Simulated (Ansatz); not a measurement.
Start from CdTe in the zinc blende structure (space group F-43m, No. 216).

Space group F-43m (No. 216); a = b = c = 6.4086 Å, α = β = γ = 90.00°

| atom | site | symmetry | x | y | z |
|---|---|---|---|---|---|
| Cd | 4a | -43m | 0.0000 | 0.0000 | 0.0000 |
| Te | 4d | -43m | 0.7500 | 0.7500 | 0.7500 |
(The calculation used a cell of 2 atoms; values per cell refer to that cell.)

Level of theory: Ansatz (a quantum-chemistry and plane-wave program), LDA, PAW, cutoff 420 eV, no SOC.

For the base:

| Property | Value |
|---|---|
| Band gap | 0.61 eV |
| Hole mass | 0.051, 0.48, 0.48 mₑ (at Γ) |
| Density | 6.06 g/cm³ |

Perturbation: a negative pressure, −1 GPa.

### Question
What happens to the band gap?

### Answer
The band gap shrinks by 0.07 eV (0.61 eV → 0.54 eV).

### Question
Predict the new hole mass.

### Answer
The hole mass (degenerate bands, along [100]) changes from 0.051, 0.48, 0.48 mₑ (at Γ) to 0.047, 0.50, 0.50 mₑ (at Γ).

### Question
What does the calculation give for the density after the change?

### Answer
The density drops by 0.14 g/cm³, from 6.06 g/cm³ to 5.92 g/cm³.

Spin-orbit coupling, missing from the scalar runs, can matter with Te. Load acts through the strain it causes; cell and atoms are relaxed under it. Effective masses come from finite differences of ±0.01 Å⁻¹. Whether these cells are dynamically stable was not tested.
